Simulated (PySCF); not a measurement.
PySCF 2.14.0, CCSD(T) (frozen core)/cc-pvtz: Li(OH) ([Li][OH]), 3 atoms. The geometry is a generated start, not checked to be a minimum at this level.

```yaml
task: ccsd(t)
basis: cc-pvtz
two_electron_scheme: exact four-centre integrals
frozen_core: true
mol.max_memory: 7000 MB
mf.init_guess: minao (default)
mf.DIIS: CDIIS (default)
mf.diis_space: 8 (default)
mf.conv_tol: 1e-09 (default)
basis functions (reference run): 74
```

```xyz
3

Li    -0.8260    -0.7682    -0.7102
O      0.1230     0.1029     0.1049
H      0.7030     0.6653     0.6053
```
Charge 0, spin multiplicity 1.

The reference run has mycc.conv_tol = 1e-09 Hartree, mycc.conv_tol_normt = 1e-07; it is not itself proven converged. Single runs; times are not shown.

Measured:

| setting | CCSD iterations | energy against the reference |
|---|---|---|
| the reference | 15 | — |
| mycc.conv_tol = 1e-07 (default), mycc.conv_tol_normt = 1e-05 (default) | 11 | under 0.001 meV/atom |
| mycc.conv_tol = 1e-05 Hartree, mycc.conv_tol_normt = 0.0001 | 8 | +0.026 meV/atom |
| mycc.conv_tol = 0.0001 Hartree, mycc.conv_tol_normt = 0.001 | 6 | −0.34 meV/atom |

### Question
Estimate the difference from the reference for mycc.conv_tol = 0.001 Hartree, mycc.conv_tol_normt = 0.01.

### Answer
CCSD iterations: 4; energy against the reference: +1.3 meV/atom. Total energies are compared; such shifts often cancel in part in energy differences.
